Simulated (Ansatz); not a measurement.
The starting structures come from a database of crystals and need not be the phases stable at ambient conditions.

By PBEsol, the system below comes out a metal.

The ballistic (Sharvin) conductance counts the channels at the Fermi level: G/A = (e²/h) × channels of both spins per area.

```
TaO2
1.0
    5.00715     0.00000     0.00000
    0.00000     5.00715     0.00000
    0.00000     0.00000     2.87610
Ta O
2 4
Direct
  0.00000   0.00000   0.50000
  0.50000   0.50000   0.00000
  0.28528   0.71472   0.50000
  0.71472   0.28528   0.50000
  0.78528   0.78528   0.00000
  0.21472   0.21472   0.00000
```

Space group of this cell: P4_2/mnm, rutile. The cell is taken as given; by PBEsol its mean pressure is -8.3 GPa.

The current flows along the normal of the first two printed cell vectors, the (001) plane of the conventional cell. No spin-orbit coupling; the value is a mean over 0.1 eV about the Fermi level.

Question: State the ballistic conductance per area according to Ansatz (a program for electronic structure) with PBEsol.

Answer: 0.93 × 10¹⁵ S/m² for both spins.
